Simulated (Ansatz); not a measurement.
Band structure of CsBr (Fm-3m, 2 atoms in the cell).

```
CsBr
1.0
    0.00000     3.66104     3.66104
    3.66104     0.00000     3.66104
    3.66104     3.66104     0.00000
Cs Br
1 1
Direct
  0.00000   0.00000   0.00000
  0.50000   0.50000   0.50000
```

Computed with LDA (PW92), PAW files made with PBE (plane waves; Ansatz, a program for electronic structure).

Settings: basis.ecutwfc = 420 eV; kpoints.mp_grid.grid = 6 6 6; hamiltonian.xc = lda; hamiltonian.pseudopotentials = {kind: paw} (an earlier, softer set of the program's PAW files); scf.occupations.method = fermi_dirac; scf.occupations.width = 0.01 eV; kpoints.band_path.npoints = 8.

The starting cell comes from a database of computed structures (which also holds hypothetical and non-ambient phases and stackings), without a prior relaxation at this level.

Q: Predict the gap along the standard path and the places of the band edges.

A: The gap along the path is 3.94 eV, direct at Γ to within 0.01 eV.

Levels in eV from the top of the valence band on the path, bands 5 to 11:
```
point      5      6      7      8     9    10    11
-----  -----  -----  -----  -----  ----  ----  ----
Γ      -6.08   0.00   0.00   0.00  3.94  6.27  6.27
X      -6.20  -0.13  -0.03  -0.03  4.83  6.39  8.04
W      -6.09  -0.42  -0.10  -0.10  6.12  6.12  7.20
K      -6.16  -0.32  -0.19  -0.12  5.49  7.12  7.19
L      -6.09  -0.74  -0.35  -0.35  6.45  6.54  8.01
U      -6.16  -0.32  -0.19  -0.12  5.49  7.12  7.19
```

Keys are those of Ansatz 0.2.
